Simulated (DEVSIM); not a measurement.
Structure: abrupt Ge n-p junction, at 300 K.

Layer 1 from the left is Ge, thickness (μm) 0.160, Nd (cm⁻³) 4.6e16, τn (s) 1.1e-7, τp (s) 1.1e-7. Layer 2 from the left is Ge, thickness (μm) 110, Na (cm⁻³) 1.4e16, τn (s) 1.1e-7, τp (s) 1.1e-7.

Left contact: ohmic. Right contact: ohmic. Voltage is applied to the left contact. Recombination: SRH at mid-gap. Mobility is constant in doping.

Constants are typed, rounded textbook-type inputs, not results; the design itself was drawn at random and stands for no fabricated device. Values at 300 K.

Ge: gap (eV) 0.664, affinity (eV) 4, permittivity 16, Nc (cm⁻³) 1.04e19, Nv (cm⁻³) 6e18, μn (cm²/Vs) 3900, μp (cm²/Vs) 1900.

Question: Estimate by hand the built-in potential, the peak field at zero bias, and compare with a numerical solution.

Answer: 
- Built-in potential: ni = √(Nc Nv) exp(−Eg/2kT) = 2.09e13 cm⁻³ with Eg = 0.664 eV; Vbi = kT/q ln(Na Nd/ni²) = 0.367 V; numerical 0.367 V.
- Peak field at zero bias: depletion approximation: W = √(2εVbi/(qN)) = 0.246 μm with N = 1.07e16 cm⁻³; field = 2Vbi/W = 29900 V/cm; numerical 27800 V/cm (estimate above by 7.5 %).

Model (solved in DEVSIM): 1D drift-diffusion, Boltzmann statistics, complete ionisation; no tunnelling, impact ionisation, image-force lowering or self-heating.
